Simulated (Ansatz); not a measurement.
Base system: GaN in the wurtzite structure (space group P6_3mc, No. 186; a = 3.218 Å, c = 5.243 Å).

Level of theory: plane-wave PAW DFT at the PBE level (Ansatz, a quantum-chemistry and plane-wave program, 420 eV), without spin-orbit coupling.

For the base:

| Item | Value |
|---|---|
| Electron mass | 0.14 mₑ along c, 0.16 mₑ across (at Γ) |
| Pressure | 0.0 kbar |
| Gap character | direct at Γ |

Now apply this change: every lattice vector is shortened by 3.00 %; the atoms relax in the strained cell.

### Question
What happens to the energy relative to the base?

### Answer
The energy rises by 57 meV/atom.

### Question
Predict the new electron mass.

### Answer
The electron mass changes from 0.14 mₑ along c, 0.16 mₑ across (at Γ) to 0.18 mₑ along c, 0.21 mₑ across (at Γ).

### Question
Estimate the effect on the pressure.

### Answer
The pressure (mean of the normal stresses, compression positive) goes from zero to 192.6 kbar.

### Question
How does this affect the gap character?

### Answer
The gap character remains direct at Γ.

Effective masses come from finite differences of ±0.01 Å⁻¹. Gaps are Kohn–Sham eigenvalue differences; semilocal functionals usually give less than the measured gap. No phonon test of stability was made.
